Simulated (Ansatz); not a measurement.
Data:

```yaml
crystal:
  lattice:
    - [4.50890, 0.00000, 0.05997]
    - [-2.25445, 3.90482, -0.02998]
    - [0.09759, 0.00000, 7.33770]
  atoms:
    - { symbol: Mg, position: [0.33092, 0.66629, 0.99981] }
    - { symbol: Mg, position: [0.66462, 0.33371, 0.49981] }
    - { symbol: Te, position: [0.33577, 0.66708, 0.37619] }
    - { symbol: Te, position: [0.66869, 0.33292, 0.87619] }
```

No spin polarisation.

Computed with LDA (Ansatz, a program for electronic structure, PAW, without spin-orbit coupling). k-mesh 9×9×5 (Γ-centred); smearing 0.05 eV (Fermi–Dirac).

Problem. What is the computed pressure (mean of the normal stresses, compression positive)?

Solution. 0.00 GPa.

Problem. What space group does the calculation give?

Solution. Cc (No. 9).

The cells carry an imposed strain or load. Whether these cells are dynamically stable was not tested. The cell was made from MgTe in the wurtzite structure (space group P6_3mc, No. 186) by this change: tensor shear ε_xz = +1.33 %.
